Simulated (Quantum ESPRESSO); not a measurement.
Equation of state of zinc-blende MgTe (space group 216): energy against volume (Quantum ESPRESSO, PBE)

```yaml
crystal:
  lattice:
    - [0.00000, 3.15292, 3.15292]
    - [3.15292, 0.00000, 3.15292]
    - [3.15292, 3.15292, 0.00000]
  atoms:
    - { symbol: Mg, position: [0.00000, 0.00000, 0.00000] }
    - { symbol: Te, position: [0.75000, 0.75000, 0.75000] }
```

Method of the run: PBE, GBRV 1.5 ultrasoft (PBE) pseudopotentials (plane waves; Quantum ESPRESSO). Settings: ecutwfc = 52 Ry; ecutrho = 260 Ry; occupations = smearing; smearing = fd; degauss = 0.000734986 Ry; potentials = {Mg: mg_pbe_v1.4.uspp.F.UPF, Te: te_pbe_v1.uspp.F.UPF}; K_POINTS = automatic 9 9 9 0 0 0; conv_thr = 1e-10 Ry. The cell above is the first row's. The rows scale it uniformly. In all rows fractional positions and the k mesh are held. E is the free energy at the stated smearing, counted from the lowest row.

| V (Å^3/atom) | E (meV/atom) |
|---|---|
| 31.343 | ? |
| 32.024 | 20.69 |
| 32.706 | 10.27 |
| 33.387 | 3.59 |
| 34.068 | 0.27 |
| 34.750 | 0.00 |
| 35.431 | 2.47 |
| 36.113 | 7.42 |
| 36.794 | 14.59 |

**Question.** Fit E against V with the third-order Birch-Murnaghan form, a cubic in V^(-2/3), and predict the withheld value at V = 31.343.

**Answer.** With u = V^(-2/3) - 0.0946, the rows have u = 0.0045630, 0.0031796, 0.0018454, 0.0005559, -0.0006933, -0.0019004, -0.0030712, -0.0042041. Least squares gives E = -0.202 + 346.7·u + 923366·u² + 914966·u³. Residuals (row less fit): -0.002, 0.005, 0.002, -0.006, -0.001, 0.002, 0.004, -0.002; standard error 0.005 (degrees of freedom: 4). Its minimum lies at u = -0.0001878, so V0 = (0.0944122)^(-3/2) = 34.47. There d²E/du² = 1846000 and d³E/du³ = 5490000, so B0 = (4/9) × 34.47^(-7/3) × 1846000 × 0.160218 = 34.0 GPa (the last factor turns the table's units into GPa), and B0' = 4 + (2/3) × 0.0944122 × (5490000)/1846000 = 4.2. The program's pressures in the fitted runs (not shown) pass through zero at V = 34.46, 0.03 % from this V0. At the withheld row, u = 0.0059942, so E = -0.202 + 346.7 × 0.0059942 + 923366 × 0.0059942² + 914966 × 0.0059942³ = 35.250 meV/atom. The calculation gives 35.24 meV/atom, 0.010 meV/atom below the prediction (under 0.05 % of the range of E in the table). The row lies outside the fitted rows, so this is an extrapolation. From the scatter of the fitted rows alone, a prediction at this place has a standard error of 0.015 meV/atom, so the miss is 0.7 times that.

Carrying the step between the two nearest rows on in a straight line would have given 31.09, off by 4.15; series whose last step already gives the withheld value aren't shown. The scan was laid around a cell of about the measured size, scaled by a guess for this functional. This is a metastable polymorph. The runs keep the symmetry of the cell, so they don't test it for distortions. Spin-orbit coupling is off. Cutoffs and mesh are single choices, not tested for convergence of this quantity. Series with a scatter that would blur these digits, or in which a gap closes, are not shown. Nor are scans whose minimum lies at an end fitted in this form.
